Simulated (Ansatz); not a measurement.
Data:

```xyz
2
Lattice="2.4606 0.0000 0.0000 1.2303 2.1310 0.0000 1.2303 -0.7103 2.0568" Properties=species:S:1:pos:R:3 pbc="T T T"
C      0.0000     0.0000     0.0017
C      2.4606     0.0000     1.5409
```

No spin polarisation.

Level of theory: PBEsol/PAW in Ansatz (a first-principles code), no spin-orbit coupling. Γ-centred 16×16×16 mesh, Fermi–Dirac width 0.05 eV.

Task: Predict the band gap, smallest direct gap and valence-band top at Γ.

Result: 
- Band gap: 4.05 eV
- Smallest direct gap: 5.16 eV
- Valence-band top at Γ (three highest levels, from the VBM): 0.00, 0.00, -0.14 eV

The cells carry an imposed strain or load. Whether these cells are dynamically stable was not tested. The cell was made from C in the diamond structure (space group Fd-3m, No. 227) by this change: biaxial strain −2.08 %, plane normal [111], relaxed out of plane.
